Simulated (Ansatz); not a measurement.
# Rh in the diamond structure (space group Fd-3m, No. 227; a hypothetical phase, not in the database extracts checked)

Space group Fd-3m, origin choice 1 (No. 227); a = b = c = 5.513 Å, α = β = γ = 90.00°

```
atom  site  symmetry       x       y       z
----  ----  --------  ------  ------  ------
Rh      8a      -43m  0.0000  0.0000  0.0000
```
(The calculation used a cell of 2 atoms; values per cell refer to that cell.)

Method: plane-wave PAW DFT at the PBE level (Ansatz, an electronic-structure program, 420 eV), no spin-orbit coupling. Γ-centred 15×15×15 mesh, Fermi–Dirac width 0.05 eV.

Volume per atom: 20.95 Å³
Density: 8.16 g/cm³
Band gap: zero
Total energy: -6401.778 eV/atom (σ→0; compares only within this code and set-up)

No phonon test of stability was made. All final runs are without spin polarisation. Rh has a high density of states at the Fermi level and may be magnetic at this level.
